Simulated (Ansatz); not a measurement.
System: BAs (model structure, started from the BN type, Pm-3n, No. 223, 12 atoms in the cell). Method: r²SCAN (PAW; Ansatz, an electronic-structure program).

Numerical settings: plane-wave cutoff 560 eV, 6×6×6 k mesh, Fermi–Dirac smearing 0.01 eV, scalar-relativistic PAW data made under PBE.

Cell (relaxed at this level):

Space group Pm-3n (No. 223); a = b = c = 5.8903 Å, α = β = γ = 90.00°

```tsv
atom	site	symmetry	x	y	z
B	6c	-4m.2	0.0000	0.5000	0.2500
As	6d	-4m.2	0.0000	0.2500	0.5000
```

Task: What does this level give for the band gap, smallest direct gap on the k points sampled and Γ–Γ gap?

Result: 
- band gap: 0.62 eV (indirect)
- smallest direct gap on the k points sampled: 1.02 eV
- Γ–Γ gap: 1.18 eV

Note: the relaxation could raise the start's symmetry but not lower it, so the cell can be a saddle point.

Spin–orbit coupling is not included.

Computed values are for the static lattice.

A model structure was made by putting elements into a prototype or built by hand; it is no filed structure, need not be a known phase, and can be a saddle point held by its symmetry.
